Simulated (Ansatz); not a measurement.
## Pressure series in hypothetical P6_422 BAs

The parent structure is BAs (space group P6_422, No. 181; a hypothetical phase, not in the database extracts checked).

```
CELL_PARAMETERS angstrom
      3.45873     0.00000     0.00000
     -1.72937     2.99535     0.00000
      0.00000     0.00000     7.48182
ATOMIC_POSITIONS crystal
  B  0.00000 0.50000 0.33333
  B  0.50000 0.50000 0.66667
  B  0.50000 0.00000 0.00000
  As 0.00000 0.50000 0.83333
  As 0.50000 0.50000 0.16667
  As 0.50000 0.00000 0.50000
```

Cell and atoms are relaxed at each pressure.

Level of theory: Ansatz (a first-principles code) PBE, no spin-orbit coupling.

| pressure (GPa) | volume per atom (Å³/atom) |
|---|---|
| -2 | 13.117 |
| 0 | 12.919 |
| 0.3 | ? |
| 0.7 | 12.853 |
| 1.5 | 12.781 |
| 3 | 12.650 |
| 5 | 12.485 |
| 7.5 | 12.295 |
| 10 | 12.117 |

Problem. Fit the third-order Birch–Murnaghan form P(V) = (3B₀/2)[(V₀/V)^(7/3) − (V₀/V)^(5/3)]·[1 + (3/4)(B₀′ − 4)((V₀/V)^(2/3) − 1)] (squares taken in P) to the rows shown and predict the withheld row.

Solution. Least squares on the printed values gives V₀ = 12.919 Å³/atom, B₀ = 136 GPa, B₀′ = 4.3; this predicts 12.891 Å³/atom, and the run gives 12.891 Å³/atom, in agreement.

Load acts through the strain it causes; cell and atoms are relaxed under it. Stability against distortions was not tested. Competing high-pressure phases were not computed. The base started in P3_121 and relaxed to P6_422 at this level.
